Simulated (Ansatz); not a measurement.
Input:

```
CELL_PARAMETERS angstrom
      0.00000     3.33192     3.23196
      3.33192     0.00000     3.23196
      3.33192     3.33192     0.00000
ATOMIC_POSITIONS crystal
  Mg 0.25000 0.25000 0.25000
  Mg 0.75000 0.75000 0.75000
  Sn 0.00000 0.00000 0.00000
```

No spin polarisation.

Level of theory: LDA in Ansatz (plane waves to 420 eV, PAW, no SOC). k-mesh 15×15×15 (Γ-centred); smearing 0.1 eV (Fermi–Dirac).

Predict the band gap and pressure.


* **Band gap**: zero
* **Pressure (mean of the normal stresses, compression positive)**: 1.5 GPa

The cells carry an imposed strain or load. Stability against distortions was not tested. The cell was made from Mg2Sn (space group Fm-3m, No. 225) by this change: uniaxial strain ε_zz = −3.00 %.

Ansatz is an electronic-structure program.
